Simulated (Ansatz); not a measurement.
## What uniaxial strain ε_zz = −5.14 % does to MoTe2

Take MoTe2 in the 2H-MoS2 type structure (space group P6_3/mmc, No. 194; a = 3.5419 Å, c = 14.1820 Å; layered, stacked along the Cartesian z axis) as the base. Axes: x lies along a and z along c of the hexagonal cell.

The change: uniaxial strain ε_zz = −5.14 %, all other strain components held at zero; the atoms relax in the strained cell.

Computed with r2SCAN+rVV10, PAW, 500 eV (Ansatz, a first-principles code; no SOC), earlier PAW set. Γ-centred 11×11×3 mesh, Fermi–Dirac width 0.05 eV.

```json
[
 {"quantity": "volume per atom", "base": "25.68 Å³", "changed": "24.36 Å³", "shift": "-1.32 Å³"},
 {"quantity": "space group", "base": "P6_3/mmc (No. 194)", "changed": "P6_3/mmc (No. 194)", "shift": "–"},
 {"quantity": "shortest interatomic distance", "base": "5.141 bohr", "changed": "5.124 bohr", "shift": "-0.017 bohr"},
 {"quantity": "energy relative to the base (free energy F)", "base": "0 meV/atom", "changed": "+13 meV/atom", "shift": "+13 meV/atom"},
 {"quantity": "pressure (mean of the normal stresses, compression positive)", "base": "0.0 kbar", "changed": "18.1 kbar", "shift": "+18.1 kbar"},
 {"quantity": "band gap", "base": "0.87 eV", "changed": "0.57 eV", "shift": "-0.30 eV"},
 {"quantity": "gap character", "base": "indirect, Γ → K–Γ (40 % along)", "changed": "indirect, Γ → K–Γ (40 % along)", "shift": "–"},
 {"quantity": "smallest direct gap", "base": "1.09 eV", "changed": "1.03 eV", "shift": "-0.053 eV"},
 {"quantity": "valence-band top at Γ (three highest levels, from the VBM)", "base": "0.00, -0.50, -0.98 eV", "changed": "0.00, -0.11, -1.23 eV", "shift": "–"},
 {"quantity": "largest internal atomic displacement", "base": "–", "changed": "0.078 Å", "shift": "–"},
 {"quantity": "stress (xx, yy, zz, yz, xz, xy; compression positive)", "base": "–", "changed": "(0.94, 0.94, 3.55, 0.00, 0.00, 0.00) GPa", "shift": "–"}
]
```

Cost of the whole job for the changed cell (relaxation, final SCF and bands): roughly 3 core-minutes.

Spin-orbit coupling, missing from the scalar runs, can matter with Te. Stability against distortions was not tested.
